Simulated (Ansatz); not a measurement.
Density of states of RbLuS2 (R-3m) above the conduction band minimum, PBEsol, rigid bands (Ansatz, a first-principles code); cell volume 101.0 Å³.

(energy from edge (eV), 10⁻³ states/eV/cell): (0.006, 81.4); (0.031, 177); (0.056, 241); (0.081, 294); (0.106, 342); (0.131, 386); (0.156, 430); (0.181, 471); (0.206, 509); (0.231, 552); (0.256, 591); (0.281, 629); (0.319, 692); (0.344, 734); (0.369, 777); (0.394, 822); (0.419, 869); (0.444, 920); (0.469, 980); (0.494, 1060); (0.519, 1180); (0.544, 1210); (0.569, 1220); (0.594, 1230)

### Question
What effective density of states at 300 K does this give (∫ g(E) exp(−E/k_BT) dE, both spins, divided by the cell's size)?

### Answer
3.8e19 cm⁻³, a density-of-states mass of 1.32 mₑ, valleys and band degeneracy included.

Spin-orbit coupling is left out. Geometry: cell and atoms relaxed with PBEsol.

Formula and space group known from diffraction (Crystallography Open Database), not checked to be the room-temperature form: RbLuS2 (R-3m).
